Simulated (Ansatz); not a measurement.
**A computed series for TiO2: response to strain**

Consider TiO2 in the rutile structure (space group P4_2/mnm, No. 136).

```
CELL_PARAMETERS angstrom
      4.64343     0.00000     0.00000
      0.00000     4.64343     0.00000
      0.00000     0.00000     2.96381
ATOMIC_POSITIONS crystal
  Ti 0.00000 0.00000 0.00000
  Ti 0.50000 0.50000 0.50000
  O  0.30513 0.30513 0.00000
  O  0.80513 0.19487 0.50000
  O  0.19487 0.80513 0.50000
  O  0.69487 0.69487 0.00000
```

Cartesian axes are those of the cell as printed.

Strains are applied to the cell and any free atomic positions relax; under biaxial strain the out-of-plane vector relaxes too.

Level of theory: PBE, PAW, 420 eV (Ansatz, a quantum-chemistry and plane-wave program; no SOC).

Notes on the quantities. pressure: mean of the normal stresses, compression positive.

```csv
variant,width of the top valence band,electron mass,pressure,volume per atom,band gap
base,1.56 eV,"0.58 mₑ along c, 1.2 mₑ across (at Γ)",0.00 GPa,10.65 Å³,1.86 eV
"biaxial strain −2.05 %, plane normal [001], relaxed out of plane",1.63 eV,"0.59 mₑ out of plane, 1.2 mₑ in plane (at Γ)",4.94 GPa,10.36 Å³,1.85 eV
"biaxial strain +0.63 %, plane normal [001], relaxed out of plane",?,?,?,?,?
isotropic strain −2.43 %,1.70 eV,"0.52 mₑ along c, 1.1 mₑ across (at Γ)",18.69 GPa,9.89 Å³,1.94 eV
```

Q: What belongs in the blanks?

A: 
- biaxial strain +0.63 %, plane normal [001], relaxed out of plane, width of the top valence band: 1.52 eV
- biaxial strain +0.63 %, plane normal [001], relaxed out of plane, electron mass: 0.57 mₑ out of plane, 1.2 mₑ in plane (at Γ)
- biaxial strain +0.63 %, plane normal [001], relaxed out of plane, pressure: -1.36 GPa
- biaxial strain +0.63 %, plane normal [001], relaxed out of plane, volume per atom: 10.74 Å³
- biaxial strain +0.63 %, plane normal [001], relaxed out of plane, band gap: 1.88 eV

Masses are band curvatures over ±0.01 Å⁻¹ around the edge. No phonon test of stability was made. The final runs are not spin-polarised.
